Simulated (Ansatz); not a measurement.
Start from an 8-atom supercell of PbSe in the rock salt structure (space group Fm-3m, No. 225; a = 6.2177 Å) at its relaxed geometry.

(Cell as relaxed with PBE.)

Levels (all Ansatz, a first-principles code, PAW, earlier PAW set): PBE (420 eV, no spin-orbit coupling); r2SCAN (500 eV, no SOC).

Each level relaxes its own structure.

Now apply this change: one H atom is added in an open site, starting 2.69 Å from the nearest host atom, atoms relaxed at fixed cell, starting from a slightly rattled geometry.

```tsv
quantity	PBE	r2SCAN
pressure	0.3 GPa	[?]
largest displacement of a host atom from its site in the perfect cell	0.15 Å	[?]
```

Problem. Predict the r2SCAN column.

Solution. 
- pressure, r2SCAN: 0.5 GPa
- largest displacement of a host atom from its site in the perfect cell, r2SCAN: 0.12 Å

PBE's pressure lies 0.2 GPa below r2SCAN's. Neither level is exact; r2SCAN is the comparison here, not a measurement.

The magnetic state is the one reached from the starting moments; the real material's order can differ, and small cells can't hold many antiferromagnetic ones. In so small a cell the defect repeats every few ångströms: this is an ordered compound, not a dilute defect. The mesh was chosen for an insulator and is coarse for the gapless case.
